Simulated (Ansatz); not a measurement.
## Hypothetical anti-perovskite Mg3SiO: response to strain

Take Mg3SiO in the anti-perovskite structure (space group Pm-3m, No. 221; a = 4.190 Å; a hypothetical phase, not in the database extracts checked) as the base. Axes: x, y, z lie along the cube axes.

Strains are applied to the cell and any free atomic positions relax; under biaxial strain the out-of-plane vector relaxes too.

Computed with Ansatz (a program for electronic structure), PBEsol, PAW, cutoff 420 eV, no SOC.

Notes on the quantities. pressure: mean of the normal stresses, compression positive; energy relative to the base: free energy F.

```tsv
change	pressure	energy relative to the base	shortest interatomic distance
base	0.0 GPa	0 meV/atom	2.095 Å
biaxial strain −2.03 %, plane normal [001], relaxed out of plane	…	…	…
isotropic strain +2.14 %	-4.7 GPa	+15 meV/atom	2.140 Å
uniaxial strain ε_xx = −5.75 %	6.1 GPa	+30 meV/atom	1.974 Å
uniaxial strain ε_xx = −1.01 %	0.9 GPa	+0.8 meV/atom	2.074 Å
```

Complete the table.


- biaxial strain −2.03 %, plane normal [001], relaxed out of plane, pressure: 2.9 GPa
- biaxial strain −2.03 %, plane normal [001], relaxed out of plane, energy relative to the base: +7.6 meV/atom
- biaxial strain −2.03 %, plane normal [001], relaxed out of plane, shortest interatomic distance: 2.052 Å

Whether these cells are dynamically stable was not tested. All final runs are without spin polarisation.
